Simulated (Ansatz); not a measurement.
**bcc Mo (1 1 1) on antifluorite Mg2Si (1 1 1) (film strained to the substrate, started from cuts of the bulks and a machine-learned relaxation)**

A periodic stack without vacuum, bcc Mo (1 1 1) on antifluorite Mg2Si (1 1 1) (film strained to the substrate, started from cuts of the bulks and a machine-learned relaxation): substrate slab Mg8Si4, film Mo10, surface cells [[0, 1], [-1, 0]] and [[1, -1], [0, 1]], film strained by +0.7 and +0.7 %, outermost planes Mg/Mg and Mo/Mo as cut, which need not be the usual terminations and can put a slab off its formula.

The start was prepared with a machine-learned potential, and the result is one local minimum, with the in-plane cell held and forces under 0.04 eV/Å; the film can end far from its bulk form.

These are PBE (plane waves to 420 eV, PAW; Ansatz, an electronic-structure program) values and carry that method's errors. No spin–orbit coupling; the runs are not spin-polarised; PBE gaps are too small against experiment. Its k-point mesh 8×8×1, Fermi–Dirac width 0.05 eV.

```
Quantity                                                                                    Value
--------------------------------------------------------------------------------  ---------------
interface area                                                                            17.5 Å²
period                                                                                    22.75 Å
gaps between the outermost planes at the two interfaces                           0.99 and 0.99 Å
Mg–Mo contacts across the interfaces within 1.22 times the sum of covalent radii  16, mean 2.95 Å
Mo–Si contacts across the interfaces within 1.22 times the sum of covalent radii   8, mean 2.96 Å
```

```
Mg4Mo5Si2
1.0
    4.49964     0.00018    -0.05290
   -2.25039     3.89597    -0.04987
   -2.00970    -0.86711    22.79924
Mg Si Mo
8 4 10
Direct
  0.73828   0.36104   0.01656
  0.45883   0.72066   0.09767
  0.17432   0.07764   0.17300
  0.89463   0.43747   0.25307
  0.61353   0.79689   0.33550
  0.33422   0.15746   0.41556
  0.05065   0.51621   0.49091
  0.77240   0.87798   0.57203
  0.09146   0.03729   0.04684
  0.53588   0.75818   0.21445
  0.97242   0.47643   0.37413
  0.41848   0.20040   0.54174
  0.49487   0.24012   0.65481
  0.13507   0.55983   0.61542
  0.21443   0.59995   0.73279
  0.85620   0.92069   0.69622
  0.93509   0.96022   0.81310
  0.57695   0.28118   0.77548
  0.65563   0.32033   0.89236
  0.29763   0.64147   0.85579
  0.37630   0.68039   0.97316
  0.01705   0.00104   0.93377
```
